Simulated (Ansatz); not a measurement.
The structure below was relaxed with DFT with PBEsol-D3(BJ), PAW potentials and a 420 eV plane-wave cutoff in Ansatz (a first-principles code), no SOC, at pressure 7 GPa.

Space group Pnma (No. 62); a = 10.2029 Å, b = 3.7287 Å, c = 3.9028 Å, α = β = γ = 90.00°

```json
[
 {"atom": "Ge", "site": "4c", "symmetry": ".m.", "x": "0.3876", "y": "0.2500", "z": "0.4306"},
 {"atom": "Se", "site": "4c", "symmetry": ".m.", "x": "0.1412", "y": "0.2500", "z": "0.4898"}
]
```

**Question.** Write out a cell with all atoms.

**Answer.** 
```cif
data_Ge4Se4
_chemical_formula_sum 'Ge4 Se4'
_space_group_name_H-M_alt 'P 1'
_space_group_IT_number 1
_cell_length_a 10.20291
_cell_length_b 3.72874
_cell_length_c 3.90276
_cell_angle_alpha 90.000
_cell_angle_beta 90.000
_cell_angle_gamma 90.000
loop_
_space_group_symop_operation_xyz
  'x, y, z'
loop_
_atom_site_label
_atom_site_type_symbol
_atom_site_fract_x
_atom_site_fract_y
_atom_site_fract_z
_atom_site_occupancy
Ge1 Ge 0.61245 0.75000 0.56942 1
Ge2 Ge 0.88755 0.25000 0.06942 1
Ge3 Ge 0.38755 0.25000 0.43058 1
Ge4 Ge 0.11245 0.75000 0.93058 1
Se1 Se 0.35884 0.75000 0.98979 1
Se2 Se 0.14116 0.25000 0.48979 1
Se3 Se 0.64116 0.25000 0.01021 1
Se4 Se 0.85884 0.75000 0.51021 1
```
This is the conventional cell.

The mesh was chosen for an insulator and is coarse for the gapless case. Load acts through the strain it causes; cell and atoms are relaxed under it. Whether these cells are dynamically stable was not tested. Competing high-pressure phases were not computed. All final runs are without spin polarisation. The cell was made from GeSe in the GeS type structure (space group Pnma, No. 62; layered, stacked along the Cartesian x axis) by this change: pressure 7 GPa.
